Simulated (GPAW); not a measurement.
Worked example: self-consistent single point of Fe (Im-3m, 1 atom in the cell) in GPAW.

Method of the run: PBE, GPAW PAW datasets PBE (gpaw-data 1.0.1) (plane waves; GPAW 25.7.0).

```
Fe
1.0
   -1.43070     1.43070     1.43070
    1.43070    -1.43070     1.43070
    1.43070     1.43070    -1.43070
Fe
1
Direct
  0.00000   0.00000   0.00000
```
Moments meant for the start (each program seeds them in its own way; μB, in the order of the atoms Fe): 2.5.

Reference input (self-consistent single point, DFT PBE, plane waves, GPAW PAW datasets PBE (gpaw-data 1.0.1)): spinpol = true; mode = pw; ecut = 800 eV; xc = PBE; kpts = 8 8 8; mesh shift (steps) = 0 0 0; occupations.name = methfessel-paxton; occupations.width = 0.1 eV; occupations.order = 0; nbands = -5; symmetry.symmorphic = false; symmetry.tolerance = 0.0005. This run's input differs from it in these lines:

```diff
@@ -19,2 +19,3 @@
             nbands=-5,
+            convergence={'energy': 1e-13, 'density': 2e-08, 'eigenstates': 1e-17},
             symmetry={'symmorphic': False, 'tolerance': 0.0005},
```

The program printed (abridged):

```
     iter     time        total  log10-change:  magmom
                         energy   eigst   dens
iter:   1 --:--:--    -8.941190                   +2.5044
iter:   2 --:--:--    -9.000310   -1.37  -1.49    +2.3963
iter:   3 --:--:--    -9.009828   -1.95  -1.51    +2.3237
iter:   4 --:--:--    -9.032262   -2.30  -1.83    +2.3343
iter:   5 --:--:--    -9.079810   -2.16  -1.52    +2.3353
   [... 32 lines left out ...]
iter:  38 --:--:--    -9.037619  -13.20  -7.39    +2.3491
iter:  39 --:--:--    -9.037619  -14.01  -7.65    +2.3491
iter:  40 --:--:--    -9.037619  -13.12  -7.67    +2.3491
   [... lines left out ...]
iter: 120 --:--:--    -9.037619  -21.97c -13.41c   +2.3491

Did not converge!

Here are some tips:

1) Make sure the geometry and spin-state is physically sound.
2) Use less aggressive density mixing.
3) Solve the eigenvalue problem more accurately at each scf-step.
4) Use a smoother distribution function for the occupation numbers.
5) Try adding more empty states.
6) Use enough k-points.
7) Don't let your structure optimization algorithm take too large steps.
8) Solve the Poisson equation more accurately.
9) Better initial guess for the wave functions.

See details here:

    https://gpaw.readthedocs.io/documentation/convergence.html
Traceback (most recent call last):
   [... frames left out ...]
gpaw.KohnShamConvergenceError: Did not converge!  See text output for help.
```

The run ended unconverged after 120 iterations. 

The starting cell has typed, rounded lattice constants, without a prior relaxation at this level. Its lattice was rescaled by up to half a per cent.

Cost on one core of a shared machine: roughly 90 s.
